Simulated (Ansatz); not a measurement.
Sr3SnO (Pm-3m, No. 221, 5 atoms in the cell; start mp-7961)

All values below come from LDA (PAW; Ansatz, a first-principles code).

Run with plane-wave cutoff 520 eV, 12×12×12 k mesh, Fermi–Dirac smearing 0.05 eV, scalar-relativistic PAW data made under PBE.

Cell (relaxed at this level):

```
CELL_PARAMETERS angstrom
      5.02480     0.00000     0.00000
      0.00000     5.02480     0.00000
      0.00000     0.00000     5.02480
ATOMIC_POSITIONS crystal
  Sr 0.50000 0.00000 0.50000
  Sr 0.00000 0.50000 0.50000
  Sr 0.50000 0.50000 0.00000
  Sn 0.00000 0.00000 0.00000
  O  0.50000 0.50000 0.50000
```

For Sr3SnO (Pm-3m, No. 221, 5 atoms in the cell; start mp-7961), the band gap is none and the bulk modulus is 54.5 GPa.

Note: the relaxation could not lower the start's symmetry, so the cell can be a saddle point above a distorted one; the bulk modulus is −V dP/dV from two relaxed cells at ±2 % in volume.

Spin–orbit coupling is not included; it can open a gap where bands touch, and shift volumes and moduli.

Computed values are for the static lattice.

A start named mp-… is a Materials Project structure, which need not be a measured phase.
